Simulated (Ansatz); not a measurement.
Faces of fcc Pt in 1x1 cells, as slabs relaxed from ideal cuts; for each face the lowest of the symmetric, stoichiometric cuts and spin starts that were computed. Real faces may reconstruct in larger cells. No spin-orbit coupling, no Hubbard U.

All values below come from PBE (plane waves to 420 eV, PAW; Ansatz, a program for electronic structure).

```
face   cell area (Å²)  outermost plane spacing of the ideal cut (Å)  γ unrelaxed (J/m²)  γ relaxed (J/m²)  work function, top face (eV)
-----  --------------  --------------------------------------------  ------------------  ----------------  ----------------------------
(100)            7.88                                          1.98                1.89        (withheld)                    (withheld)
(110)           11.14                                          1.40                2.03        (withheld)                    (withheld)
(111)            6.82                                          2.29                1.47              1.47                          5.69
```

Fill in the missing entries.


- (100), γ relaxed (J/m²): 1.87
- (100), work function, top face (eV): 5.66
- (110), γ relaxed (J/m²): 1.90
- (110), work function, top face (eV): 5.27
